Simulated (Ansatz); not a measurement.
**What Ir interstitial (started 1.66 Å from the nearest host atom), symmetric start does to Ir**

The reference is a 12-atom supercell of Ir in the fcc (Cu type) structure (space group Fm-3m, No. 225; a = 3.844 Å) at its relaxed geometry.

Now apply this change: a neutral Ir interstitial (started 1.66 Å from the nearest host atom), symmetric start, atoms relaxed at fixed cell.

The values are results of DFT with r2SCAN, PAW potentials and a 500 eV plane-wave cutoff in Ansatz (a program for electronic structure), no spin-orbit coupling, not measurements. k-mesh 7×5×7 (Γ-centred); smearing 0.05 eV (Fermi–Dirac).

The pressure grows by 78.07 GPa to 78.1 GPa and the largest displacement of a host atom from its site in the perfect cell is 1.07 Å. The final site of the added atom comes out as 13 Ir at 2.14–3.29 Å.

Cost of the whole job for the changed cell (relaxation, final SCF and bands): roughly 26 core-minutes.

The cell is small, so the values are those of an ordered compound at a high defect concentration; dilute-limit values will differ. The defect started on the symmetric site and kept its symmetry, so it may sit on a saddle. All final runs are without spin polarisation. The defect cell is not spin-polarised.
